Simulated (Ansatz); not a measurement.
**A computed series for Ti: pressure series**

Base system: Ti in the hcp (Mg type) structure (space group P6_3/mmc, No. 194).

```
Ti
1.0
    2.93590     0.00000     0.00000
   -1.46795     2.54256     0.00000
    0.00000     0.00000     4.63646
Ti
2
Direct
  0.66667   0.33333   0.75000
  0.33333   0.66667   0.25000
```

Cell and atoms are relaxed at each pressure.

Level of theory: r2SCAN (Ansatz, a program for electronic structure), no SOC.

Notes on the quantities. enthalpy: H = E + PV relative to the base's energy.

```json
[
 {"case": "base", "lattice parameter a": "293.6 pm", "enthalpy": "–", "c/a ratio": "1.579"},
 {"case": "pressure −2 GPa", "lattice parameter a": "295.3 pm", "enthalpy": "-0.22 eV/atom", "c/a ratio": "1.580"},
 {"case": "pressure −1 GPa", "lattice parameter a": "…", "enthalpy": "-0.11 eV/atom", "c/a ratio": "1.579"},
 {"case": "pressure 0.9 GPa", "lattice parameter a": "292.8 pm", "enthalpy": "+0.10 eV/atom", "c/a ratio": "1.579"},
 {"case": "pressure 2.1 GPa", "lattice parameter a": "291.9 pm", "enthalpy": "+0.22 eV/atom", "c/a ratio": "1.579"},
 {"case": "pressure 4.5 GPa", "lattice parameter a": "…", "enthalpy": "+0.48 eV/atom", "c/a ratio": "1.579"},
 {"case": "pressure 9 GPa", "lattice parameter a": "…", "enthalpy": "+0.94 eV/atom", "c/a ratio": "1.579"},
 {"case": "pressure 15 GPa", "lattice parameter a": "283.3 pm", "enthalpy": "+1.53 eV/atom", "c/a ratio": "1.580"},
 {"case": "pressure 22.5 GPa", "lattice parameter a": "279.3 pm", "enthalpy": "+2.24 eV/atom", "c/a ratio": "1.581"},
 {"case": "pressure 30 GPa", "lattice parameter a": "…", "enthalpy": "+2.93 eV/atom", "c/a ratio": "1.581"}
]
```

### Question
What belongs in the blanks?

### Answer

- pressure −1 GPa, lattice parameter a: 294.4 pm
- pressure 4.5 GPa, lattice parameter a: 290.1 pm
- pressure 9 GPa, lattice parameter a: 287.0 pm
- pressure 30 GPa, lattice parameter a: 275.8 pm

Load acts through the strain it causes; cell and atoms are relaxed under it. Whether these cells are dynamically stable was not tested. No other phases were tried under pressure. All final runs are without spin polarisation.
